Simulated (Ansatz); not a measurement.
The parent structure is ZnGeP2 in the chalcopyrite structure (space group I-42d, No. 122; a = 5.4243 Å, c = 10.7097 Å). Axes: x, y, z lie along a, b, c of the conventional cell.

Method: Ansatz (an electronic-structure program), PBEsol, PAW, cutoff 420 eV, without spin-orbit coupling.

For the base:

```
Quantity                               Value
---------------------  ---------------------
Pressure                            0.00 GPa
Smallest direct gap                  1.24 eV
Valence-band top at Γ  0.00, -0.07, -0.07 eV
```

Now apply this change: the cell is compressed by 2.25 % along z with no lateral relaxation, atoms relaxed at fixed cell.

Problem. Estimate the effect on the pressure.

Solution. The pressure (mean of the normal stresses, compression positive) goes from zero to 1.99 GPa.

Problem. What happens to the smallest direct gap?

Solution. The smallest direct gap shrinks by 0.23 eV to 1.01 eV.

Problem. What happens to the energy relative to the base?

Solution. The energy goes up by 4.1 meV/atom.

Problem. Estimate the effect on the valence-band top at Γ.

Solution. The valence-band top at Γ (three highest levels, from the VBM) goes from 0.00, -0.07, -0.07 eV to 0.00, -0.19, -0.19 eV.

The cells carry an imposed strain or load. Stability against distortions was not tested.
